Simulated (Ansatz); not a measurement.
The reference is BN in the wurtzite structure (space group P6_3mc, No. 186; a = 2.5541 Å, c = 4.2239 Å).

Method: PBE in Ansatz (plane waves to 420 eV, PAW, without spin-orbit coupling), earlier PAW set.

Base values:

```
Property                                Value
----------------------------  ---------------
Gap between the host's bands          5.22 eV
Gap character                 indirect, Γ → K
```

One thing is altered: 0.477 holes added to each cell, a density of 2.0×10^22 cm⁻³, with a uniform compensating background at fixed cell and a 300 K Fermi–Dirac width.

Task: What happens to the gap between the host's bands, Fermi level from band edge, largest internal atomic displacement and gap character?

Result: The gap between the host's bands grows by 0.11 eV (5.22 eV → 5.33 eV); the Fermi level relative to the doped band's edge (positive inside the band; to 0.05 eV) comes out as +1.35 eV; the largest internal atomic displacement is 0.012 Å; the gap character is still indirect, Γ → K.

Charged cell with a jellium background: band edges are those of the host's band count, energies are not comparable with the neutral cell, and many-body gap narrowing is missing. Whether these cells are dynamically stable was not tested.

Ansatz is a quantum-chemistry and plane-wave program.
